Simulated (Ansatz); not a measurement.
The parent structure is GaP in the zinc blende structure (space group F-43m, No. 216; a = 5.506 Å).

(Cell as relaxed with PBE.)

Levels (all Ansatz, a quantum-chemistry and plane-wave program, PAW): PBE (420 eV, no spin-orbit coupling); r2SCAN (500 eV, no spin-orbit coupling).

Each level relaxes its own structure.

| base | PBE | r2SCAN |
|---|---|---|
| volume per atom | 20.87 Å³ | 20.25 Å³ |
| lattice parameter a | 5.506 Å | 5.451 Å |
| band gap | 1.58 eV | 1.85 eV |

Perturbation: full substitution P → As; the structure is relaxed again.

| quantity | PBE | r2SCAN |
|---|---|---|
| band gap | 0.16 eV | … |
| volume per atom | 23.71 Å³ | … |
| shift of the gap caused by the change | -1.42 eV | … |

Question: What does r2SCAN give?

Answer: 
- band gap, r2SCAN: 0.96 eV
- volume per atom, r2SCAN: 22.75 Å³
- shift of the gap caused by the change, r2SCAN: -0.89 eV

PBE's band gap lies 0.80 eV below r2SCAN's; PBE's volume per atom lies 0.96 Å³ above r2SCAN's (4.2 %); PBE's shift of the gap caused by the change lies 0.53 eV below r2SCAN's. Neither level is exact; r2SCAN is the comparison here, not a measurement.

Stability against distortions was not tested. A zero or small gap of GaAs can be the functional's error rather than a property of the material.
